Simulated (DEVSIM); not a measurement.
Structure: Cr/SiON/SiO2/p-Si capacitor, at 400 K.

Layer 1 from the left is SiON, thickness (nm) 5.20. Layer 2 from the left is SiO2, thickness (nm) 1.20. Layer 3 from the left is Si, thickness (nm) 11000, Na (cm⁻³) 2.6e15.

Metal gate on the left, work function 4.5 eV. Fixed charge at the semiconductor interface -3.8e11 cm⁻² (in units of +e); no interface traps.

Constants are typed, rounded textbook-type inputs, not results; the design itself was drawn at random and stands for no fabricated device. Values at 300 K; Nc and Nv go as T^1.5, mobilities as T to minus their exponent, the gap by Varshni's rule with the affinity fixed.

SiON: gap (eV) 7, affinity (eV) 1.4, permittivity 5.5. SiO2: gap (eV) 9, affinity (eV) 0.9, permittivity 3.9. Si: gap (eV) 1.124, affinity (eV) 4.05, permittivity 11.7, Nc (cm⁻³) 2.86e19, Nv (cm⁻³) 3.1e19, Varshni α (eV/K) 0.000473, Varshni β (K) 636.

Task: Estimate by hand the flat-band voltage, the threshold voltage, and compare with a numerical solution.

Result: 
- Flat-band voltage: C = 0.707 μF/cm², work-function difference -0.308 V; VFB = φms − qNf/C = -0.22 V; numerical -0.22 V.
- Threshold voltage: φF = 0.211 V, depletion charge √(4εqNφF) = 1.91e-8 C/cm²; VT = VFB + 2φF + Qd/C = 0.23 V; numerical 0.23 V.

DEVSIM, 1D Poisson equation in equilibrium, Boltzmann statistics, complete ionisation; no quantum confinement or tunnelling. Metal contacts follow the ideal Schottky-Mott rule: no Fermi-level pinning, no interface dipoles.
